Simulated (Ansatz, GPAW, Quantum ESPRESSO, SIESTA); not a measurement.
**Code comparison for ScCu3 (I4/mmm, 4 atoms in the cell)**

Self-consistent single point.

```yaml
crystal:
  lattice:
    - [-1.90439, 1.90439, 3.61919]
    - [1.90439, -1.90439, 3.61919]
    - [1.90439, 1.90439, -3.61919]
  atoms:
    - { symbol: Sc, position: [0.00000, 0.00000, 0.00000] }
    - { symbol: Cu, position: [0.75000, 0.25000, 0.50000] }
    - { symbol: Cu, position: [0.25000, 0.75000, 0.50000] }
    - { symbol: Cu, position: [0.50000, 0.50000, 0.00000] }
```

Shared settings, as Ansatz (a program for electronic structure) writes them: kpoints.mp_grid.grid = 10 10 10; scf.occupations.method = fermi_dirac; scf.occupations.width = 0.136 eV. Potentials and cutoffs stand in the table.

```tsv
code	model	pressure (GPa)	cutoff
GPAW	LDA (Perdew-Wang 92), GPAW PAW datasets LDA (gpaw-data 1.0.1)	-0.12	850 eV
Quantum ESPRESSO	LDA (PZ), PSlibrary PAW (LDA) pseudopotentials	-1.04	55 Ry
SIESTA	LDA PW92, numerical atomic orbitals DZP, PseudoDojo LDA standard norm-conserving potentials (rewritten from UPF to PSML)	-3.03	grid 400 Ry
Ansatz	LDA (PW92), PAW files made with PBE	-0.39	420 eV
```

On Ansatz's run: spin polarisation is off.

The spread over the programs that give each value: pressure within 2.91 GPa.

SIESTA uses small atom-centred bases, whose incompleteness enters pressures, forces and empty levels differently from a plane-wave cutoff. Ansatz's pressure is given at a fixed set of plane waves, as the other plane-wave codes print theirs; with its correction for the finite basis it is -0.32 GPa. The same LDA comes in different parametrisations, which differ slightly. In the pressure, SIESTA (by 2.64) lies more than 1 GPa from the median of the plane-wave programs.

The starting cell comes from a database of computed structures (which also holds hypothetical and non-ambient phases and stackings), without a prior relaxation at this level. Its lattice was rescaled by a random factor within 2.5 % of one.

Left out of this page: Elk (not drawn, or without a comparable value).

Keys are those of Ansatz 0.2.
